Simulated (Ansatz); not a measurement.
**Worked example: self-consistent single point of Si2W (I4/mmm, 3 atoms in the cell) in Ansatz (an electronic-structure program)**

Level of theory: PBE (plane waves, PAW; Ansatz).

This input was run:

Ansatz 0.2 input:
```yaml
# Si2W
crystal:
  lattice:
    - [-1.57296700, 1.57296700, 3.81754800]
    - [1.57296700, -1.57296700, 3.81754800]
    - [1.57296700, 1.57296700, -3.81754800]
  atoms:
    - { symbol: Si, position: [0.33499000, 0.33499000, 0.00000000] }
    - { symbol: Si, position: [0.66501000, 0.66501000, 0.00000000] }
    - { symbol: W, position: [0.00000000, 0.00000000, 0.00000000] }
basis:
  ecutwfc: 420.0
kpoints:
  mp_grid: { grid: [15, 15, 15] }
hamiltonian:
  xc: pbe
  pseudopotentials: { kind: paw }
scf:
  occupations: { method: fermi_dirac, width: 0.05 }
output:
  forces: true
  eigenvalues: true
  stress: true
```

Log, with long lists cut:

```
WARN ansatz: RAYON_NUM_THREADS=1 ignored (pool sized by the plan → 1); use --threads N
Pseudopotentials: kind: paw
Pseudopotential: Si, paw, valence charge 4
Pseudopotential: W, paw, valence charge 14
Crystal: 3 atoms, lattice volume = 37.782 Å³
Basis set: ecut = 420 eV, 761 PW (Γ), exchange–correlation on 60×60×60 points (8 copies of the dense FFT grid, shifted against one another)
Bands: 15, of which v1, the nominal top of the filled ones, is band 11 counted from 1 (10 counted from 0)
Symmetry: 16 space group operations
Space group: I4/mmm (ITA 139), of the structure as read, at distance tolerance 3.4e-5 Å
k-points: 288 of 3375
Initial density: superposition of atomic densities (neutral atoms: chi_scale 0, normalization atom), corrected by the library's trained network
Initial wavefunctions: pseudopotential atomic-orbital guess
Eigensolver: davidson
Functional: x = pbe(κ = 0.804, μ = 0.2195149727645171), c = pbe(β = 0.06672455060314922)
SCF iter   1: F=—  HF=-11657.253649 eV  |F-HF|=—  |Δ(HF+E_count)|=         —  Δρ=3.98e-3  dr2=3.41e-3  ethr=1.77e-3  ⟨swp⟩=5.4  Hψ=25423  notcnv=0
all-band conjugate gradients solve this SCF's bands
preconditioner: auto → Kerker (q_TF=auto, 2.493 Å⁻¹)
SCF iter   2: F=—  HF=-11657.253566 eV  |F-HF|=—  |Δ(HF+E_count)|=   8.26e-5  Δρ=2.32e-3  dr2=1.34e-3  ethr=1.55e-5  ⟨swp⟩=1.0  Hψ=6627  notcnv=0
SCF iter   3: F=—  HF=-11657.253439 eV  |F-HF|=—  |Δ(HF+E_count)|=   1.27e-4  Δρ=2.33e-4  dr2=1.82e-5  ethr=6.11e-6  ⟨swp⟩=2.4  Hψ=6067  notcnv=0
SCF iter   4: F=—  HF=-11657.253435 eV  |F-HF|=—  |Δ(HF+E_count)|=   4.00e-6  Δρ=6.76e-5  dr2=2.07e-6  ethr=8.27e-8  ⟨swp⟩=2.1  Hψ=6169  notcnv=0
SCF iter   5: F=—  HF=-11657.253435 eV  |F-HF|=—  |Δ(HF+E_count)|=   3.86e-7  Δρ=1.69e-5  dr2=1.35e-7  ethr=9.39e-9  ⟨swp⟩=2.3  Hψ=6243  notcnv=0
SCF iter   6: F=-11657.253435 eV  HF=-11657.253435 eV  |F-HF|=3.19e-9  |Δ(HF+E_count)|=   1.62e-8  Δρ=3.40e-6  dr2=5.24e-9  ethr=4.55e-10  ⟨swp⟩=4.3  Hψ=14807  notcnv=0
SCF 1 converged in 6 iterations: F = -11657.253435 eV  dr2 = 5.24e-9
SCF converged after 6 iterations
Free energy (F): -11657.253435 eV
Harris-Foulkes:  -11657.253435 eV  (|F-HF|=3.19e-9)
Internal energy: -11657.251534 eV  (E = F + TS)
E sigma→0 (E₀):  -11657.252484 eV
Entropy (-TS):   -0.001901 eV (-0.634 meV/atom)
Fermi energy:    18.064342 eV
--- Per-component energies (eV) ---
  E_band       = -53.571058
  E_kinetic    = 548.872763
  E_local      = -900.483841  (includes V_loc(G=0)·N_el)
  E_nonlocal   = 51.845158
  E_hartree    = 359.874226
  E_xc         = -384.785219
  E_vxc        = -342.338819  (∫ρ·V_xc dr)
  E_paw        = -9588.970364  (= ΣΔE_a)
  E_vpaw       = -131.216673  (= ΣTr[D̂ρ^β])
  E_aug_tail   = -0.000047  (compensation charges beyond the density's cutoff)
  E_ewald      = -1743.604212
  E_smearing   = -0.001901  (= −TS)
  E_closure    = -0.000000  (closes the sum)
  Σ components = -11657.253435   (vs F -11657.253435, Δ=0.00e0)
--- Forces (eV/Å), atoms counted from 1 ---
  atom   1  Si     0.00000000    -0.00000000    -0.31357680
  atom   2  Si    -0.00000000    -0.00000000     0.31357680
  atom   3  W      0.00000000    -0.00000000     0.00000000
  max |Σ_I F_I| component: 1.11e-16 eV/Å
--- Stress (GPa, compression-positive) ---
       20.296829       0.000000      -0.000000
        0.000000      20.296829       0.000000
       -0.000000       0.000000      25.244730
  P = ⅓ Tr σ = 21.9461 GPa (219.461 kbar)
  The stress holds the Pulay correction. Without it, at fixed plane waves, as pw.x and ABINIT print it: P = 21.8921 GPa
--- Band table (eV; the first three rows and the last of 288) ---
  k-point 0: bands = ["-55.5504", "-19.9183", "-19.8681", "-19.8681", "3.4307", "10.7729", "14.4074", "14.4924", "15.0276", "15.0276", "18.7117", "20.7736", "21.2714", "21.3073", "21.3073"]
  k-point 1: bands = ["-55.5495", "-19.9160", "-19.8802", "-19.8785", "3.5845", "10.9129", "13.8729", "14.4506", "14.6239", "15.6704", "17.9393", "21.0633", "21.2814", "21.4294", "21.4977"]
  k-point 2: bands = ["-55.5469", "-19.9136", "-19.9093", "-19.9080", "4.0350", "11.2962", "13.1944", "13.7449", "14.5863", "16.2833", "16.4475", "20.8949", "21.7370", "21.8403", "22.2240"]
  k-point 287: bands = ["-55.5497", "-19.9423", "-19.8822", "-19.8686", "5.9566", "6.6710", "13.7335", "15.1194", "17.0599", "17.3594", "17.4014", "17.5656", "19.0565", "23.1181", "23.9718"]
```

The run converged in 6 iterations.

The starting cell comes from a database of computed structures (which also holds hypothetical and non-ambient phases and stackings), without a prior relaxation at this level. Its lattice was rescaled by a random factor within 2.5 % of one. Spin-orbit coupling is off. Spin polarisation is off. With a pressure of about 22 GPa the cell is away from its equilibrium volume at this level. Ansatz's pressure includes its estimate of the finite-basis (Pulay) stress.
